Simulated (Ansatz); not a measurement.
Start from Ag$_{2}$O (space group Pn-3m, No. 224; a = 4.707 Å). Axes: x, y, z lie along the cube axes.

Calculations: DFT with PBEsol, PAW potentials and a 420 eV plane-wave cutoff in Ansatz (a quantum-chemistry and plane-wave program), no spin-orbit coupling.

Base values:

- Shortest interatomic distance: 2.038 Å
- Pressure: 0.0 GPa

One thing is altered: the cell is stretched by 1.80 % along z with no lateral relaxation; the atoms relax in the strained cell.

**Question.** What does the calculation give for the energy relative to the base, shortest interatomic distance and pressure after the change?

**Answer.** The energy grows by 1.6 meV/atom; the shortest interatomic distance rises by 0.012 Å, from 2.038 Å to 2.050 Å; the pressure (mean of the normal stresses, compression positive) goes from zero to -1.5 GPa.

The mesh was chosen for an insulator and is coarse for the gapless case. Stability against distortions was not tested. No Hubbard U is applied, and correlation can decide whether such a compound is a metal. The final runs are not spin-polarised.
